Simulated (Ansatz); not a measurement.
Subject: the energy of the reaction as written. Reaction: 2/9 cell B + 5/18 Cl2 (gas) → cell A. Negative: the products are lower in energy.

Cell A: a slab of TiAl (P4/mmm) cut along (101), 17 atoms, rectangular cell of 2.82 × 9.92 Å (28.0 Å²), symmetry Pm within 0.02 Å, 8.9 Å thick under 16 Å of vacuum, in-plane vectors held at the crystal's; planes from bottom to top: Ti2Al2 × 4 | Cl; added, foreign or displaced atoms, above the top plane: Cl bound to 2 Ti at 2.42 Å and 1 Al at 2.56 Å; spin state with PBE: run without spin, k-point mesh 16×5×1.
```yaml
crystal:
  lattice:
    - [2.82370, 0.00000, 0.00000]
    - [0.00000, 9.91628, 0.00000]
    - [0.00000, 0.00000, 24.57237]
  atoms:
    - { symbol: Ti, position: [0.50000, 0.59656, 0.32662] }
    - { symbol: Al, position: [0.00000, 0.34556, 0.32246] }
    - { symbol: Ti, position: [0.50000, 0.43799, 0.41911] }
    - { symbol: Al, position: [0.00000, 0.18952, 0.42173] }
    - { symbol: Ti, position: [0.50000, 0.27917, 0.51778] }
    - { symbol: Al, position: [0.00000, 0.02783, 0.51645] }
    - { symbol: Ti, position: [0.50000, 0.11243, 0.61139] }
    - { symbol: Al, position: [0.00000, 0.86490, 0.60747] }
    - { symbol: Ti, position: [0.50000, 0.09913, 0.33027] }
    - { symbol: Al, position: [0.00000, 0.84747, 0.32203] }
    - { symbol: Ti, position: [0.50000, 0.93916, 0.42039] }
    - { symbol: Al, position: [0.00000, 0.68857, 0.41705] }
    - { symbol: Ti, position: [0.50000, 0.77723, 0.51033] }
    - { symbol: Al, position: [0.00000, 0.52802, 0.51157] }
    - { symbol: Ti, position: [0.50000, 0.61901, 0.60172] }
    - { symbol: Al, position: [0.00000, 0.38080, 0.61038] }
    - { symbol: Cl, position: [0.00000, 0.19819, 0.68375] }
```

Cell B: a slab of TiAl (P4/mmm) cut along (101), 74 atoms, rectangular cell of 8.47 × 14.87 Å (126.0 Å²), symmetry P1 within 0.02 Å, 9.0 Å thick under 16 Å of vacuum, in-plane vectors held at the crystal's; planes from bottom to top: Ti9Al9 × 4 | Cl2; added, foreign or displaced atoms, above the top plane: Cl bound to 2 Ti at 2.46 Å; Cl bound to 2 Ti at 2.46–2.48 Å; spin state with PBE: run without spin, k-point mesh 4×3×1.
```yaml
crystal:
  lattice:
    - [8.47111, 0.00000, 0.00000]
    - [0.00000, 14.87441, 0.00000]
    - [0.00000, 0.00000, 24.57237]
  atoms:
    - { symbol: Ti, position: [0.16676, 0.73136, 0.32722] }
    - { symbol: Al, position: [0.99996, 0.56360, 0.32228] }
    - { symbol: Ti, position: [0.16670, 0.62608, 0.41940] }
    - { symbol: Al, position: [0.00091, 0.45972, 0.41994] }
    - { symbol: Ti, position: [0.16820, 0.52091, 0.51570] }
    - { symbol: Al, position: [0.00139, 0.35385, 0.51438] }
    - { symbol: Ti, position: [0.16747, 0.41126, 0.60847] }
    - { symbol: Al, position: [0.99984, 0.25345, 0.60912] }
    - { symbol: Ti, position: [0.16640, 0.06574, 0.32895] }
    - { symbol: Al, position: [0.00005, 0.89783, 0.32193] }
    - { symbol: Ti, position: [0.16647, 0.95950, 0.41988] }
    - { symbol: Al, position: [0.00004, 0.79268, 0.41778] }
    - { symbol: Ti, position: [0.16651, 0.85159, 0.51132] }
    - { symbol: Al, position: [0.99951, 0.68500, 0.51337] }
    - { symbol: Ti, position: [0.16732, 0.74570, 0.60303] }
    - { symbol: Al, position: [0.99867, 0.58224, 0.61050] }
    - { symbol: Ti, position: [0.16686, 0.39832, 0.32935] }
    - { symbol: Al, position: [0.99966, 0.23111, 0.32366] }
    - { symbol: Ti, position: [0.16689, 0.29225, 0.42081] }
    - { symbol: Al, position: [0.99943, 0.12620, 0.42052] }
    - { symbol: Ti, position: [0.16528, 0.18548, 0.51546] }
    - { symbol: Al, position: [0.99960, 0.01805, 0.51555] }
    - { symbol: Ti, position: [0.16562, 0.07693, 0.60919] }
    - { symbol: Al, position: [0.99989, 0.90964, 0.60759] }
    - { symbol: Ti, position: [0.50004, 0.73084, 0.32705] }
    - { symbol: Al, position: [0.33324, 0.56357, 0.32252] }
    - { symbol: Ti, position: [0.50002, 0.62557, 0.41944] }
    - { symbol: Al, position: [0.33316, 0.45947, 0.42071] }
    - { symbol: Ti, position: [0.49871, 0.51936, 0.51604] }
    - { symbol: Al, position: [0.33373, 0.35171, 0.51624] }
    - { symbol: Ti, position: [0.49996, 0.41221, 0.61010] }
    - { symbol: Al, position: [0.33510, 0.24414, 0.60891] }
    - { symbol: Ti, position: [0.50008, 0.06540, 0.32883] }
    - { symbol: Al, position: [0.33365, 0.89787, 0.32210] }
    - { symbol: Ti, position: [0.50013, 0.96051, 0.42046] }
    - { symbol: Al, position: [0.33407, 0.79282, 0.41781] }
    - { symbol: Ti, position: [0.50045, 0.85227, 0.51214] }
    - { symbol: Al, position: [0.33412, 0.68672, 0.51222] }
    - { symbol: Ti, position: [0.50020, 0.74663, 0.60362] }
    - { symbol: Al, position: [0.33390, 0.58765, 0.60950] }
    - { symbol: Ti, position: [0.49973, 0.39836, 0.32936] }
    - { symbol: Al, position: [0.33344, 0.23109, 0.32326] }
    - { symbol: Ti, position: [0.49983, 0.29259, 0.42109] }
    - { symbol: Al, position: [0.33237, 0.12625, 0.41987] }
    - { symbol: Ti, position: [0.50050, 0.18338, 0.51305] }
    - { symbol: Al, position: [0.33194, 0.01826, 0.51505] }
    - { symbol: Ti, position: [0.50064, 0.07925, 0.60547] }
    - { symbol: Al, position: [0.33286, 0.91328, 0.60989] }
    - { symbol: Ti, position: [0.83323, 0.73135, 0.32714] }
    - { symbol: Al, position: [0.66675, 0.56357, 0.32228] }
    - { symbol: Ti, position: [0.83312, 0.62631, 0.41949] }
    - { symbol: Al, position: [0.66573, 0.45954, 0.42006] }
    - { symbol: Ti, position: [0.83279, 0.51881, 0.51315] }
    - { symbol: Al, position: [0.66519, 0.35184, 0.51585] }
    - { symbol: Ti, position: [0.83383, 0.41370, 0.60534] }
    - { symbol: Al, position: [0.66517, 0.24761, 0.61106] }
    - { symbol: Ti, position: [0.83347, 0.06526, 0.32881] }
    - { symbol: Al, position: [0.66632, 0.89784, 0.32218] }
    - { symbol: Ti, position: [0.83351, 0.95917, 0.42000] }
    - { symbol: Al, position: [0.66590, 0.79268, 0.41789] }
    - { symbol: Ti, position: [0.83299, 0.85027, 0.51169] }
    - { symbol: Al, position: [0.66630, 0.68486, 0.51347] }
    - { symbol: Ti, position: [0.83249, 0.74685, 0.60451] }
    - { symbol: Al, position: [0.66807, 0.58190, 0.61082] }
    - { symbol: Ti, position: [0.83329, 0.39805, 0.32926] }
    - { symbol: Al, position: [0.66678, 0.23114, 0.32344] }
    - { symbol: Ti, position: [0.83315, 0.29326, 0.42138] }
    - { symbol: Al, position: [0.66826, 0.12630, 0.41988] }
    - { symbol: Ti, position: [0.83449, 0.18595, 0.51601] }
    - { symbol: Al, position: [0.66856, 0.01811, 0.51508] }
    - { symbol: Ti, position: [0.83364, 0.07739, 0.60934] }
    - { symbol: Al, position: [0.66728, 0.91320, 0.61017] }
    - { symbol: Cl, position: [0.99989, 0.12293, 0.68671] }
    - { symbol: Cl, position: [0.33183, 0.46231, 0.68607] }
```

Reference: an isolated Cl2 molecule (singlet) in a box of 11 × 11 × 14 Å.

Plane-wave PAW calculations with Ansatz (a program for electronic structure), its default PAW set, cutoff 420 eV, 500 eV for r2SCAN. The structures are at rest with PBE, within the held lattices; other levels are single points on them. Neutral cells; Fermi-Dirac smearing of at most 0.10 eV in the solids, energies taken to zero width. The lattices are those relaxed with PBE, so at other levels the solids can be strained, which adds to the spread. Larger cells are relaxed from a start prepared with the learned potential CHGNet, on a coarser mesh till forces fall under 0.03 eV/Å, which some starts already meet. A dispersion term (D3(BJ), or D4 for r2SCAN) was computed beside these levels and is taken off wherever the name lacks it. The PAW files were made for PBE and serve at the other functionals too. Space groups of crystals are read within 0.01 Å. Nuclei at rest; no vibrational terms. The structures are the rest points that the relaxations reached, not proven lowest. No correction for cell size. The cells' k-point meshes differ in density, so the last digit is unsettled. Cell A has symmetry Pm within 0.02 Å and got no random move, so less symmetric positions, which may lie lower, weren't tried.

**Question.** Give the value at the level r2SCAN.

**Answer.** -1.55 eV, for 2/9 cell B + 5/18 Cl2 (gas) → cell A.

**Question.** List the value at the remaining levels and say how far they part.

**Answer.** 
| Functional | value (eV) | less r2SCAN |
|---|---|---|
| PBE | -1.36 | 0.19 |

The levels shown span 0.19 eV, from r2SCAN (-1.55) to PBE (-1.36).
